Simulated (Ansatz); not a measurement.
**Response to strain in Nb**

Start from Nb in the bcc (W type) structure (space group Im-3m, No. 229; a = 3.3027 Å). Axes: x, y, z lie along the cube axes.

Strains are applied to the cell and any free atomic positions relax; under stress the whole cell relaxes.

All numbers come from Ansatz (a first-principles code), r2SCAN, PAW, cutoff 500 eV, without spin-orbit coupling.

Notes on the quantities. energy relative to the base: free energy F.

```tsv
change	energy relative to the base	pressure	space group	shortest interatomic distance
base	0 meV/atom	0.0 GPa	Im-3m (No. 229)	2.860 Å
isotropic strain −3.13 %	+94 meV/atom	19.8 GPa	Im-3m (No. 229)	2.771 Å
isotropic strain +1.20 %	+12 meV/atom	-5.8 GPa	Im-3m (No. 229)	2.895 Å
uniaxial strain ε_xx = +0.42 %	+0.2 meV/atom	-0.7 GPa	I4/mmm (No. 139)	2.864 Å
uniaxial strain ε_yy = −1.42 %	+2.9 meV/atom	2.6 GPa	I4/mmm (No. 139)	2.847 Å
uniaxial strain ε_yy = −0.63 %	+0.6 meV/atom	1.1 GPa	I4/mmm (No. 139)	2.854 Å
uniaxial stress, 8 GPa compression along x	(withheld)	–	I4/mmm (No. 139)	2.854 Å
tensor shear ε_xz = −0.51 %	+0.1 meV/atom	0.0 GPa	Fmmm (No. 69)	2.851 Å
uniaxial stress, 0.5 GPa tension along z	+0.1 meV/atom	–	I4/mmm (No. 139)	2.861 Å
tensor shear ε_xy = −0.33 %	0.0 meV/atom	0.0 GPa	Fmmm (No. 69)	2.854 Å
```

Q: Some entries are withheld; estimate them.

A: 
- uniaxial stress, 8 GPa compression along x, energy relative to the base: +28 meV/atom

Without a gap, meshes like the base's 20×20×20 leave anisotropic stresses uncertain by several tenths of a GPa, and small strain energies with them. Stability under load was not tested beyond the relaxation. All final runs are without spin polarisation.
